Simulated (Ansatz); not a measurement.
Base system: Zr in the hcp (Mg type) structure (space group P6_3/mmc, No. 194; a = 3.1847 Å, c = 5.1172 Å).

All numbers come from PBEsol/PAW in Ansatz (a program for electronic structure), spin-orbit coupling left out, earlier PAW set.

For the base:

| Property | Result |
|---|---|
| c/a ratio | 1.607 |
| Lattice parameter a | 318.5 pm |

Perturbation: full substitution Zr → Mn, then cell and atoms are relaxed.

Tabulated Pauling electronegativity and covalent radius: Zr 1.33, 1.75 Å; Mn 1.55, 1.39 Å.

Problem. How does this affect the c/a ratio?

Solution. The c/a ratio goes up by 0.010 (1.607 → 1.617).

Problem. How does this affect the lattice parameter a?

Solution. The lattice parameter a decreases by 73.25 pm, from 318.5 pm to 245.2 pm.

Stability against distortions was not tested. For Mn in this form, whether it has been made was not checked. Seeded moments were not kept for Zr → Mn. All final runs are without spin polarisation. This is not the structure that Mn has at room temperature and ambient pressure.
